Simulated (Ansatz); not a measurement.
# As (model structure, Fd-3m, No. 227, 2 atoms in the cell): properties by level of theory

```
level (code)         lattice constant a (Å)  cohesive energy (eV/atom)
-------------------  ----------------------  -------------------------
LDA (Ansatz)                     (withheld)                 (withheld)
PBE (Ansatz)                     (withheld)                       2.65
PBE-D3(BJ) (Ansatz)                   6.025                       2.96
r²SCAN (Ansatz)                  (withheld)                 (withheld)
```

### Question
Some entries are withheld; supply them.

### Answer

- LDA (Ansatz, an electronic-structure program), lattice constant a (Å): 5.965
- LDA (Ansatz), cohesive energy (eV/atom): 3.59
- PBE (Ansatz), lattice constant a (Å): 6.112
- r²SCAN (Ansatz), lattice constant a (Å): 6.063
- r²SCAN (Ansatz), cohesive energy (eV/atom): 2.45

Ansatz's density-functional and Hartree–Fock values are scalar-relativistic unless marked +SOC, with PAW data made under PBE.

A model structure was made by putting elements into a prototype or built by hand; it is no filed structure, need not be a known phase, and can be a saddle point held by its symmetry.
